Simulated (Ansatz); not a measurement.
# Short convergence ladders for a (111) slab of Pt (cut from a parent of space group no. 225; 5 atoms in the cell)

```xyz
5
Lattice="2.7635 0.0000 0.0000 1.3818 2.3933 0.0000 0.0000 0.0000 23.0257" Properties=species:S:1:pos:R:3 pbc="T T T"
Pt     1.3818     0.7978     7.0000
Pt     2.7635     1.5955     9.2564
Pt     0.0000     0.0000    11.5128
Pt     1.3818     0.7978    13.7693
Pt     2.7635     1.5955    16.0257
```

Base method: PBEsol, default PAW files made with PBE (plane waves; Ansatz, a first-principles code).

Base settings: basis.ecutwfc = 420 eV; kpoints.mp_grid.grid = 12 12 1; hamiltonian.xc = pbesol; hamiltonian.pseudopotentials = {kind: paw} (the program's default PAW files); scf.occupations.method = gaussian; scf.occupations.width = 0.1 eV.

The count of work is k-points × plane waves × bands × iterations; it is no time. 

**The vacuum**

The mesh stays at the base's, so the ladder's end is converged at best in this setting alone.

Only quantities that move along the ladder and can be compared are tabulated.

| vacuum between outermost atoms (Å) | free energy less the last step's (meV/atom) | largest difference of a force vector from the last step's (eV/Å) | count of work / last |
|---|---|---|---|
| 3.0 | -140.66 | 0.957 | 0.25 |
| 4.0 | -27.46 | 0.269 | 0.30 |
| 5.0 | -4.04 | 0.044 | 0.36 |
| 6.0 | -0.78 | 0.007 | 0.38 |
| 7.0 | -0.23 | 0.002 | 0.41 |
| 8.0 | -0.07 | 0.000 | 0.44 |
| 10.0 | 0.00 | 0.000 | 0.48 |
| 12.0 | 0.00 | 0.000 | 0.54 |
| 14.0 | 0.00 | 0.000 | 0.59 |
| 17.0 | 0.00 | 0.000 | 0.66 |
| 20.0 | 0.00 | 0.000 | 0.74 |
| 25.0 | 0.00 | 0.000 | 0.87 |
| 30.0 | 0.00 | 0.000 | 1.0 |

Smallest vacuum between outermost atoms (Å) that holds the free energy within 0.5 meV/atom of the last step, with all finer ones: 7.0, at 0.41 of the last step's count of work; the step before is off by 0.78 meV/atom.

Smallest vacuum between outermost atoms (Å) that holds the forces within 0.01 eV/Å of the last step, with all finer ones: 6.0, at 0.38 of the last step's count of work; the step before is off by 0.044 eV/Å.

**The plane-wave cutoff**

The mesh stays at the base's, so the ladder's end is converged at best in this setting alone.

Only quantities that move along the ladder and can be compared are tabulated.

| basis.ecutwfc | free energy less the last step's (meV/atom) | largest difference of a force vector from the last step's (eV/Å) | count of work / last |
|---|---|---|---|
| 210 eV | 7696.45 | 0.283 | 0.14 |
| 250 eV | 1523.20 | 0.299 | 0.18 |
| 295 eV | 180.39 | 0.005 | 0.20 |
| 355 eV | 6.99 | 0.001 | 0.28 |
| 420 eV | 1.82 | 0.001 | 0.35 |
| 505 eV | 0.37 | 0.000 | 0.45 |
| 630 eV | 0.11 | 0.000 | 0.65 |
| 840 eV | 0.00 | 0.000 | 1.0 |

Coarsest basis.ecutwfc that holds the free energy within 0.5 meV/atom of the last step, with all finer ones: 505 eV; the step before is off by 1.8 meV/atom.

Coarsest basis.ecutwfc that holds the forces within 0.01 eV/Å of the last step, with all finer ones: 295 eV, at 0.20 of the last step's count of work; the step before is off by 0.30 eV/Å.

**The depth of the relaxed slab**

On a (111) slab of Pt (cut from a parent of space group no. 225; 1 atoms in the cell), and deeper slabs.

In this ladder: relax = atoms; relax.f_tol = 0.02 eV/Å.

Surface energy = (E_slab − N e_bulk)/2A, with e_bulk from the bulk crystal on its finest mesh (624 k-points); errors per atom of slab and bulk, whose meshes differ, grow with N.

The mesh stays at the base's, so the ladder's end is converged at best in this setting alone.

Only quantities that move along the ladder and can be compared are tabulated.

```csv
atoms,surface energy (J/m²),relaxation steps
1,1.745,1
2,1.871,3
3,1.868,4
4,1.763,3
```

Smallest size that holds the surface energy within 0.05 J/m²: not settled: the last two steps still differ by 0.11 J/m², over half the tolerance, so the ladder does not show it.

On the base run: the starting cell has typed, rounded lattice constants, without a prior relaxation at this level. The slab is cut from that crystal, and its faces are unrelaxed. Its lattice was rescaled by up to half a per cent. Spin polarisation is off.

Keys are those of Ansatz 0.2.
